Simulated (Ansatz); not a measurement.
Amorphous Si24O49Na2, 75 atoms at 2.20 g/cm³, one PBE-relaxed geometry, zone centre. Methods: PBE, scalar-relativistic without spin-orbit coupling (Ansatz, a program for electronic structure); r2SCAN, scalar-relativistic without spin-orbit coupling (Ansatz); HSE06, scalar-relativistic without spin-orbit coupling (Ansatz). Plane waves to 420 eV (r2SCAN 500 eV); exact exchange is cut at the cell's faces. At PBE the levels at the filled edge of the gap are localised (band-tail or defect states), and the nearest spread-out levels lie 5.2 eV apart at the zone centre. All rungs ran without spin polarisation.

A CHGNet melt-quench gave the starting glass, which DFT then relaxed. O atoms were pushed apart under 1.9 Å during the dynamics, to hinder bonds among them. The hot cell started wider than the set density and was brought back towards it in steps. It is the lowest in DFT energy of 2 quenches. It is a model cell: composition and starting density were chosen by hand, and all elements were melted together. No dispersion term was used. Its density started from a set value of 2.21 and ended at 2.20 g/cm³. The quench (nominally 320 K/ps over its main leg) was far faster than any real one, so the model tends to hold more defects than a real film. A cell of this size samples the disorder only roughly. Volume and shape were free in the relaxation.

The relaxation ran on the zone centre alone. At PBE the level gap is 3.32 eV on a 2×2×2 Γ-centred mesh, and the spacing at the zone centre alone 3.32 eV.

What zone-centre spacing does r2SCAN give, roughly?

3.92 eV (+0.61 eV against PBE).

What zone-centre spacing does HSE06 give, roughly?

4.97 eV (+1.66 eV against PBE).

The highest filled and the lowest empty state spread over these numbers of atoms (participation numbers): PBE: 1.5 and 61.4; r2SCAN: 1.5 and 61.9; HSE06: 1.5 and 57.9.
